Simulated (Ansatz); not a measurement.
Consider interstitial O in rock-salt SrO, charge state -2. Calculation: PBE, PAW (plane waves to 420 eV; Ansatz, a program for electronic structure).

Settings: 64 host sites, the relaxed PBE lattice, the Γ point alone, smearing 0.01 eV, spin-restricted, no image-charge correction. Energies are static. The charge state is imposed; whether it is stable for some Fermi level was not computed. Sites that were not tried may lie lower.

Barriers: single points on a 2×2×2 k-point mesh shifted by half a step at the bands' geometries (they differ from the bands' own by up to 0.11 eV, and are uncertain by about as much).

Relaxed starting cell (atoms counted from 1):

```yaml
crystal:
  lattice:
    - [10.39050, 0.00000, 0.00000]
    - [0.00000, 10.39050, 0.00000]
    - [0.00000, 0.00000, 10.39050]
  atoms:
    - { symbol: Sr, position: [0.00058, 0.00056, 0.00150] }
    - { symbol: Sr, position: [0.00018, 0.00016, 0.50007] }
    - { symbol: Sr, position: [0.00023, 0.49910, 0.00134] }
    - { symbol: Sr, position: [0.99797, 0.50067, 0.50155] }
    - { symbol: Sr, position: [0.49897, 0.00019, 0.00125] }
    - { symbol: Sr, position: [0.50062, 0.99801, 0.50171] }
    - { symbol: Sr, position: [0.50060, 0.50067, 0.99902] }
    - { symbol: Sr, position: [0.49904, 0.49912, 0.50023] }
    - { symbol: O, position: [0.24936, 0.99498, 0.99608] }
    - { symbol: O, position: [0.24920, 0.99990, 0.50120] }
    - { symbol: O, position: [0.24919, 0.50020, 0.00094] }
    - { symbol: O, position: [0.22266, 0.52669, 0.52753] }
    - { symbol: O, position: [0.75032, 0.99909, 0.00012] }
    - { symbol: O, position: [0.75449, 0.99494, 0.50094] }
    - { symbol: O, position: [0.75426, 0.49997, 0.99607] }
    - { symbol: O, position: [0.74953, 0.50024, 0.50116] }
    - { symbol: Sr, position: [0.99792, 0.24884, 0.24991] }
    - { symbol: Sr, position: [0.00015, 0.25047, 0.75036] }
    - { symbol: Sr, position: [0.00024, 0.74917, 0.25143] }
    - { symbol: Sr, position: [0.00051, 0.74886, 0.74995] }
    - { symbol: Sr, position: [0.49915, 0.25024, 0.25142] }
    - { symbol: Sr, position: [0.50053, 0.24872, 0.75255] }
    - { symbol: Sr, position: [0.50055, 0.75153, 0.24981] }
    - { symbol: Sr, position: [0.49898, 0.74929, 0.75026] }
    - { symbol: O, position: [0.22260, 0.22297, 0.22384] }
    - { symbol: O, position: [0.24920, 0.24938, 0.75067] }
    - { symbol: O, position: [0.24914, 0.74959, 0.25041] }
    - { symbol: O, position: [0.24933, 0.75445, 0.75551] }
    - { symbol: O, position: [0.74945, 0.24944, 0.25035] }
    - { symbol: O, position: [0.75445, 0.24969, 0.75561] }
    - { symbol: O, position: [0.75435, 0.75460, 0.25055] }
    - { symbol: O, position: [0.75031, 0.75043, 0.75143] }
    - { symbol: Sr, position: [0.24865, 0.99816, 0.24981] }
    - { symbol: Sr, position: [0.25028, 0.00014, 0.75030] }
    - { symbol: Sr, position: [0.25078, 0.49869, 0.25177] }
    - { symbol: Sr, position: [0.24874, 0.50069, 0.75237] }
    - { symbol: Sr, position: [0.74920, 0.00015, 0.25139] }
    - { symbol: Sr, position: [0.74879, 0.00060, 0.74993] }
    - { symbol: Sr, position: [0.75118, 0.50068, 0.24983] }
    - { symbol: Sr, position: [0.74926, 0.49912, 0.75033] }
    - { symbol: O, position: [0.99488, 0.99507, 0.25052] }
    - { symbol: O, position: [0.99892, 0.99915, 0.75142] }
    - { symbol: O, position: [0.99977, 0.50022, 0.25032] }
    - { symbol: O, position: [0.99490, 0.49997, 0.75550] }
    - { symbol: O, position: [0.49993, 0.99994, 0.25028] }
    - { symbol: O, position: [0.49969, 0.99497, 0.75563] }
    - { symbol: O, position: [0.52647, 0.52709, 0.22357] }
    - { symbol: O, position: [0.49987, 0.50025, 0.75062] }
    - { symbol: Sr, position: [0.24872, 0.24880, 0.99911] }
    - { symbol: Sr, position: [0.25055, 0.25037, 0.50008] }
    - { symbol: Sr, position: [0.25042, 0.74915, 0.00137] }
    - { symbol: Sr, position: [0.24880, 0.75143, 0.50167] }
    - { symbol: Sr, position: [0.74930, 0.25038, 0.00117] }
    - { symbol: Sr, position: [0.75145, 0.24875, 0.50182] }
    - { symbol: Sr, position: [0.74877, 0.74890, 0.00161] }
    - { symbol: Sr, position: [0.74928, 0.74936, 0.50004] }
    - { symbol: O, position: [0.99497, 0.24962, 0.99614] }
    - { symbol: O, position: [0.99988, 0.24932, 0.50130] }
    - { symbol: O, position: [0.99892, 0.75048, 0.00008] }
    - { symbol: O, position: [0.99496, 0.75450, 0.50102] }
    - { symbol: O, position: [0.50018, 0.24946, 0.00102] }
    - { symbol: O, position: [0.52699, 0.22234, 0.52820] }
    - { symbol: O, position: [0.49980, 0.75468, 0.99590] }
    - { symbol: O, position: [0.50008, 0.74957, 0.50119] }
    - { symbol: O, position: [0.37531, 0.37443, 0.37603] }
```
Cell charge -2.

End state 1 differs by these moves (Å; atoms that move under 0.08 Å are left out):

| atom | element | Δx | Δy | Δz |
|---|---|---|---|---|
| 10 | O | -0.27 | -0.29 | 0.28 |
| 12 | O | 0.28 | -0.29 | -0.27 |
| 25 | O | 0.00 | 0.56 | 0.00 |
| 28 | O | 0.00 | -0.10 | 0.00 |
| 31 | O | 0.00 | -0.10 | 0.00 |
| 45 | O | 0.28 | -0.29 | -0.27 |
| 47 | O | -0.27 | -0.29 | 0.28 |
| 60 | O | 0.00 | -0.10 | 0.00 |
| 62 | O | 0.00 | 0.56 | 0.00 |
| 63 | O | 0.00 | -0.10 | 0.00 |
| 65 | O | -0.01 | -2.59 | 0.00 |

Predict the forward and backward barriers to end state 1 from PBE, PAW.

forward 1.13 eV, backward 1.13 eV; at the saddle point atom 65 has neighbours 2 O at 2.61; 2 Sr at 2.18, 4 Sr at 2.82 Å. The saddle point's order was not checked, and it lies on a symmetry element of the cell, where a band can be held.
